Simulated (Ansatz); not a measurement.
Consider SiC in the zinc blende structure (space group F-43m, No. 216).

```
SiC
1.0
    0.00000     2.17843     2.17843
    2.17843     0.00000     2.17843
    2.17843     2.17843     0.00000
Si C
1 1
Cartesian
  0.00000   0.00000   0.00000
  1.08922   1.08922   1.08922
```

Cartesian axes are those of the cell as printed.

Level of theory: DFT with PBEsol, PAW potentials and a 420 eV plane-wave cutoff in Ansatz (a program for electronic structure), scalar-relativistic without spin-orbit coupling.

Strains are applied to the cell and any free atomic positions relax.

One change was made to it. Results:

The valence-band top at Γ (three highest levels, from the VBM) becomes 0.00, -0.10, -0.10 eV (base: 0.00, 0.00, 0.00 eV); the band gap falls by 0.17 eV to 1.07 eV; the hole mass amounts to 0.38 mₑ along z, 0.58 mₑ across (at Γ).

Task: What was done to the base?
(A) uniaxial strain ε_zz = −1.50 %
(B) uniaxial strain ε_zz = −0.50 %
(C) uniaxial strain ε_zz = −1.00 %

Result: A, uniaxial strain ε_zz = −1.50 %. For comparison, the band gap in the other runs: uniaxial strain ε_zz = −1.00 % gives 1.13 eV; uniaxial strain ε_zz = −0.50 % gives 1.19 eV.

Masses are band curvatures over ±0.01 Å⁻¹ around the edge. Whether these cells are dynamically stable was not tested.
